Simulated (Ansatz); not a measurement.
monolayer SnSe under biaxial strain: electron mass along y by PBE, rigid bands (plane waves, PAW, scalar-relativistic; Ansatz, an electronic-structure program). The unloaded cell, whose axes the loads refer to:

```cif
data_Se2Sn2
_chemical_formula_sum 'Sn2 Se2'
_space_group_name_H-M_alt 'P 1'
_space_group_IT_number 1
_cell_length_a 4.29234
_cell_length_b 4.39260
_cell_length_c 19.02253
_cell_angle_alpha 90.000
_cell_angle_beta 90.000
_cell_angle_gamma 90.000
loop_
_space_group_symop_operation_xyz
  'x, y, z'
loop_
_atom_site_label
_atom_site_type_symbol
_atom_site_fract_x
_atom_site_fract_y
_atom_site_fract_z
_atom_site_occupancy
Sn1 Sn 0.75000 0.91142 0.57213 1
Sn2 Sn 0.25000 0.41142 0.42787 1
Se1 Se 0.25000 0.46318 0.57059 1
Se2 Se 0.75000 0.96318 0.42941 1
```

| biaxial strain (%) | electron mass along y (mₑ) |
|---|---|
| 0 | ? |
| 1 | 0.143 |
| 2 | 0.159 |
| 3 | 0.176 |

### Question
Fit a straight line to ln(electron mass along y) against the load over the rows given, and predict the row at 0 %.

### Answer
The means are x̄ = 2.000 % and ȳ = -1.8403; Σ(x − x̄)(y − ȳ) = 0.2076 and Σ(x − x̄)² = 2.000, so the slope is 10.4 % per % of strain, and the rows given lie within 0.15 % of the line. At 0 % the line gives 0.129 mₑ; the calculation gives 0.137 mₑ, 5.8 % from it, so the trend bends or changes character over this range.

Masses are for dilute carriers at 300 K, harmonic means over directions unless an axis is named. Spin-orbit coupling is left out. The structure type is held at every load. Geometry: cell and atoms relaxed with PBE.
